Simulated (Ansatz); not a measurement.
Consider ZnO in the wurtzite structure (space group P6_3mc, No. 186).

```yaml
crystal:
  lattice:
    - [3.18693, 0.00000, 0.00000]
    - [-1.59347, 2.75997, 0.00000]
    - [0.00000, 0.00000, 5.15257]
  atoms:
    - { symbol: Zn, position: [0.33333, 0.66667, 0.00179] }
    - { symbol: Zn, position: [0.66667, 0.33333, 0.50179] }
    - { symbol: O, position: [0.33333, 0.66667, 0.38021] }
    - { symbol: O, position: [0.66667, 0.33333, 0.88021] }
```

Cartesian axes are those of the cell as printed.

The values are results of LDA, PAW, 420 eV (Ansatz, a program for electronic structure; no spin-orbit coupling), not measurements.

Base values:

```
Property            Result
-------------  -----------
Gap character  direct at Γ
```

Perturbation: uniaxial strain ε_xx = −0.60 %, all other strain components held at zero; the atoms relax in the strained cell.

Task: Predict the new stress and gap character.

Result: The stress (xx, yy, zz, yz, xz, xy; compression positive) amounts to (1.33, 0.84, 0.75, 0.00, 0.00, 0.00) GPa; the gap character is still direct at Γ.

Whether these cells are dynamically stable was not tested. Labels are those of the standard path for the cell's own space group.
